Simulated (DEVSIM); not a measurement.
# In0.49Ga0.51P/GaAs p-n heterojunction

Structure: In0.49Ga0.51P/GaAs p-n heterojunction, at 300 K.

```csv
layer (left to right),material,thickness (μm),Nd (cm⁻³),Na (cm⁻³),τn (s),τp (s)
1,In0.49Ga0.51P,0.650,-,5.9e16,1.3e-11,4.3e-10
2,GaAs,0.610,1e17,-,4.3e-10,4.3e-10
```

Left contact: ohmic. Right contact: ohmic. Voltage is applied to the left contact. Recombination: SRH at mid-gap. Mobility is μmin + (μ − μmin)/(1 + (N/Nref)^α).

This is a model device: material constants are rounded textbook-type values typed into the input, and sizes, dopings and lifetimes were drawn at random. Values at 300 K.

| parameter | In0.49Ga0.51P | GaAs |
|---|---|---|
| gap (eV) | 1.89 | 1.424 |
| affinity (eV) | 4 | 4.07 |
| permittivity | 11.8 | 12.9 |
| Nc (cm⁻³) | 9e17 | 4.7e17 |
| Nv (cm⁻³) | 1.3e19 | 9e18 |
| μn (cm²/Vs) | 1500 | 8500 |
| μp (cm²/Vs) | 80 | 400 |
| μn,min | 400 | 500 |
| μp,min | 15 | 20 |
| Nref,n | 2e16 | 6e16 |
| Nref,p | 1.5e17 | 1.5e17 |
| αn | 0.7 | 0.39 |
| αp | 0.8 | 0.38 |

Model (solved in DEVSIM): 1D drift-diffusion, Boltzmann statistics, complete ionisation; no tunnelling, impact ionisation, image-force lowering or self-heating. Band offsets follow the typed affinities; no thermionic-emission limit at abrupt steps, no polarisation charge.

The potential step across the device at zero bias is 1.641 V and the largest field in the device at zero bias is 140000 V/cm. The dark forward voltage at 1 A/cm² is 1.214 V and the dark forward voltage at 100 A/cm² comes out as 1.441 V.

Dark reverse current:

| V (V) | J (A/cm²) |
|---|---|
| -0.40 | -2.9e-11 |
| -1.00 | -5.4e-10 |
| -2.00 | -1.4e-9 |
| -3.00 | -2.2e-9 |
| -4.00 | -2.9e-9 |
| -6.00 | -4.0e-9 |
| -8.00 | -5.1e-9 |
| -10.00 | -6.0e-9 |

Dark forward current:

(V (V), J (A/cm²)): (0.05, 8.6e-13); (0.10, 3.4e-12); (0.20, 3.5e-11); (0.25, 1.1e-10); (0.30, 3.5e-10); (0.35, 1.1e-9); (0.45, 1.1e-8); (0.50, 3.7e-8); (0.55, 1.2e-7); (0.65, 1.4e-6); (0.70, 4.6e-6); (0.75, 1.5e-5); (0.85, 0.00017); (0.90, 0.00058); (0.95, 0.0019); (1.00, 0.0065); (1.10, 0.071); (1.15, 0.23); (1.20, 0.73); (1.30, 6.7); (1.35, 19); (1.40, 49); (1.50, 240); (1.55, 420); (1.60, 660); (1.65, 970); (1.75, 1800); (1.80, 2300)
